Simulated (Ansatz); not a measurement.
Corundum Ga₂O₃ (metastable phase) was calculated with LDA (Ansatz, a program for electronic structure, plane waves, PAW).

Settings: plane-wave cutoff 520 eV, 8×8×8 k mesh, Fermi–Dirac smearing 0.01 eV, scalar-relativistic PAW data made under PBE.

Shape and atoms are relaxed at each volume.

Pressure at four volumes; x = ln(V/9.412 Å³). One pressure is withheld.

```json
[
 {"V (Å³/atom)": "9.035", "x": "-0.0409", "P (GPa)": "10.61"},
 {"V (Å³/atom)": "9.412", "x": "0.0000", "P (GPa)": "-0.01"},
 {"V (Å³/atom)": "9.600", "x": "0.0198", "P (GPa)": "-4.51"},
 {"V (Å³/atom)": "9.788", "x": "0.0392", "P (GPa)": "?"}
]
```

Pass a parabola P(x) through the three rows shown, estimate the bulk modulus and its pressure derivative near zero pressure, and predict the withheld pressure.

Slopes between the rows: (-0.01 − (10.61))/(0.0000 − (-0.0409)) = -259.66 and (-4.51 − (-0.01))/(0.0198 − (0.0000)) = -227.27 GPa. Their difference over the span 0.0607 is c = 32.39/0.0607 = 533.6 GPa, so P(x) = 10.61 + (-259.66)(x − (-0.0409)) + 533.6 (x − (-0.0409))(x − (0.0000)). At the middle row B = −dP/dx = −[-259.66 + 533.6 × 0.0409] = 237.8 GPa, and B′ = dB/dP = 2c/B = 4.5. At x = 0.0392 the parabola gives -8.51 GPa; the run gives -8.55 GPa. The Birch–Murnaghan fit to the energies at all volumes has B0 = 238 GPa and B′ = 4.4.

Measured, for comparison: bulk modulus 220 ± 9 GPa (room temperature, no zero-point or thermal correction, equation of state from high-pressure X-ray diffraction, sources range from 220 to 252; as tabulated in Phys. Rev. B 77, 094123 (2008), gallium oxide under pressure (UNLV record)). Computed less measured: bulk modulus +8 % (inside the range of the sources held).
